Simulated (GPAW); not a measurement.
## A short convergence ladder for Bi2PdPt (P-3m1, 4 atoms in the cell)

```
CELL_PARAMETERS angstrom
      4.30734     0.00000     0.00000
     -2.15367     3.73027     0.00000
      0.00000     0.00000     5.59778
ATOMIC_POSITIONS crystal
  Bi 0.33333 0.66667 0.24488
  Bi 0.66667 0.33333 0.75512
  Pd 0.00000 0.00000 0.50000
  Pt 0.00000 0.00000 0.00000
```

Base method: LDA (Perdew-Wang 92), GPAW PAW datasets LDA (gpaw-data 1.0.1) (plane waves; GPAW 25.7.0).

Base settings: mode = pw; ecut = 600 eV; xc = LDA; kpts = 4 4 3; mesh shift (steps) = 0 0 0; occupations.name = fermi-dirac; occupations.width = 0.1 eV; nbands = -10; convergence.density = 1e-05 e/electron; convergence.energy = 1e-05 eV/electron.

Core times come from one kind of shared machine, to one figure; runs under 30 s give none.

**The force threshold of a relaxation**

On Bi2PdPt (P3m1, 4 atoms in the cell): one atom moved by 0.15 angstrom.

In this ladder: optimizer = LBFGS.

The mesh stays at the base's, so the ladder's end is converged at best in this setting alone.

Only quantities that move along the ladder and can be compared are tabulated.

```csv
fmax,free energy less the last step's (meV/atom),largest force left (eV/Å),relaxation steps,core time / last (rough)
0.2 eV/Å,0.48,0.0969,2,0.3
0.1 eV/Å,0.48,0.0969,2,0.3
0.05 eV/Å,0.05,0.0445,6,0.4
0.03 eV/Å,0.01,0.0270,8,0.8
0.02 eV/Å,0.00,0.0069,9,0.6
0.01 eV/Å,0.00,0.0069,9,0.6
0.005 eV/Å,0.00,0.0020,10,0.8
0.002 eV/Å,0.00,0.0013,20,1
0.001 eV/Å,0.00,0.0005,23,1
```

Coarsest fmax that holds the free energy within 0.1 meV/atom of the last step, with all finer ones: 0.05 eV/Å, at about 0.4 of the last step's time; the step before is off by 0.48 meV/atom.

Coarsest fmax that holds the largest force left within 0.005 eV/Å of the last step, with all finer ones: 0.005 eV/Å; the step before is off by 0.0064 eV/Å.

Two neighbours can agree and both be off: 0.2 eV/Å and 0.1 eV/Å differ by 0.00 meV/atom in the free energy, yet lie about 0.48 meV/atom from the last step.

On the base run: the starting cell comes from a database of computed structures (which also holds hypothetical and non-ambient phases and stackings), without a prior relaxation at this level. Its lattice was rescaled by up to half a per cent. Spin polarisation is off. In the base run, with a pressure of about -4 GPa the cell is away from its equilibrium volume at this level. Without a gap this mesh is coarse (it stands for a supercell whose shortest vector is 17 Å).
